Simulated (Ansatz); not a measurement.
System: Mg-vacancy pair (Mg on one host Mo site, one Mo site vacant) in bcc Mo (neutral cell). The step: the Mg atom itself jumps into the vacancy (Mg-vacancy distance between ideal sites 2.74 Å throughout); the atom moves 2.29 Å along (0.42, 0.42, 0.42) of the unit cell; the moving atom starts with neighbours 2 Mo at 2.75, Mo at 2.77, 3 Mo at 2.84, Mo at 2.97, 2 Mo at 3.03, Mo at 3.06, 2 Mo at 3.26, Mo at 3.27 Å and ends with 2 Mo at 2.75, Mo at 2.77, 3 Mo at 2.84, Mo at 2.97, 2 Mo at 3.03, Mo at 3.06, 2 Mo at 3.26, Mo at 3.27 Å. DFT values are from Ansatz (plane-wave PAW, 420 eV unless said) in a cell of 36 host sites, spin-restricted, static, with no finite-size correction. Forms of the defect that were not tried may lie lower. For the PBE band: the saddle point's order was not checked, and it lies on a symmetry element of the cell, where a band can be held.

```json
[
 {"Level": "CHGNet universal potential (has no charge state), its own band", "Forward barrier (eV)": "0.35", "Cost of the band or of the saddle's single point": "-"},
 {"Level": "PBE, a 2×2×3 k-point mesh shifted by half a step, band relaxed", "Forward barrier (eV)": "0.47", "Cost of the band or of the saddle's single point": "around 40 core-minutes (rough)"},
 {"Level": "PBE, a 3×3×5 k-point mesh shifted by half a step, same geometries", "Forward barrier (eV)": "0.46", "Cost of the band or of the saddle's single point": "roughly 7 core-minutes"},
 {"Level": "r2SCAN at 500 eV, a 2×2×3 k-point mesh shifted by half a step, same geometries", "Forward barrier (eV)": "[?]", "Cost of the band or of the saddle's single point": "around 6 core-minutes (rough)"}
]
```

Q: Some entries are withheld; supply them.

A: 
- r2SCAN at 500 eV, a 2×2×3 k-point mesh shifted by half a step, same geometries, Forward barrier (eV): 0.53

Ansatz is an electronic-structure program.
